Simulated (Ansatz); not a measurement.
**PtSe2: energy against volume**

PtSe2 (1T layered, P-3m1, 18.685 Å³/atom and stress up to 0.01 GPa in the relaxed cell, c along z) under hydrostatic pressure, with the cell free. PBEsol-D3(BJ) in Ansatz, a plane-wave DFT program (PAW, default set), 420 eV, 14×14×10 Γ-centred mesh, Fermi-Dirac smearing 0.05 eV; ions are relaxed, or left where forces stay under 0.02 eV/Å, within the symmetry of each cell. Against the start cell, which lies near the measured one, the relaxed cell differs by -8.4 % in volume and -8.9 % in c; the values below rest on it.

Here V stands for volume and E for E less E0.

```
volume (Å³/atom)  E less E0 (meV/atom)  pressure (GPa)
----------------  --------------------  --------------
19.2028                           3.48           -1.99
18.9222                           0.79           -1.00
18.6849                           0.00            0.00
18.6204                           0.05            0.30
18.5362                           0.29            0.70
18.3749                           1.36            1.50
18.1057                           5.10            3.00
17.7882                          12.99            5.00
17.4366                              ?               ?
```

Question: Fit E against V with the third-order Birch-Murnaghan form, a cubic in V^(-2/3), and predict the withheld value at V = 17.4366.

Answer: With u = V^(-2/3) - 0.1429, the rows have u = -0.0034484, -0.0020731, -0.0008833, -0.0005555, -0.0001248, 0.0007096, 0.0021295, 0.0038502. Least squares gives E = 0.404 + 952.3·u + 566580·u² + 9151187·u³. Residuals (row less fit): -0.002, 0.007, 0.001, 0.002, -0.004, -0.008, 0.010, -0.002; standard error 0.008 (degrees of freedom: 4). Its minimum lies at u = -0.0008582, so V0 = (0.1420418)^(-3/2) = 18.68. There d²E/du² = 1086000 and d³E/du³ = 5.491e7, so B0 = (4/9) × 18.68^(-7/3) × 1086000 × 0.160218 = 83.5 GPa (the last factor turns the table's units into GPa), and B0' = 4 + (2/3) × 0.1420418 × (5.491e7)/1086000 = 8.8. B0' rests on the cubic coefficient alone and has a standard error of 0.2 from these residuals. At the withheld row, u = 0.0058164, so E = 0.404 + 952.3 × 0.0058164 + 566580 × 0.0058164² + 9151187 × 0.0058164³ = 26.911 meV/atom. The calculation gives 26.63 meV/atom, 0.281 meV/atom below the prediction (1.1 % of the range of E in the table). The row lies outside the fitted rows, so this is an extrapolation. From the scatter of the fitted rows alone, a prediction at this place has a standard error of 0.041 meV/atom, so the miss is 6.9 times that.

This level leaves no gap over 0.05 eV at pressure -2.0, -1.0, 0.0, 0.3, 0.7, 1.5, 3.0, 5.0, 7.5 GPa. Spin-orbit coupling is left out, which can shift these values for the heavy elements here. Other structures, which can take over under pressure, weren't tried. The same form fitted to the pressure column gives B0' = 8.5; series where the two differ by over 0.4 aren't shown. Rows are the converged runs of the series near zero and its far end, less any whose ions stayed unrelaxed beside relaxed ones; series whose fitted rows scatter by over a few per cent of the range, as at a crossing or softening among them, aren't shown in this form.
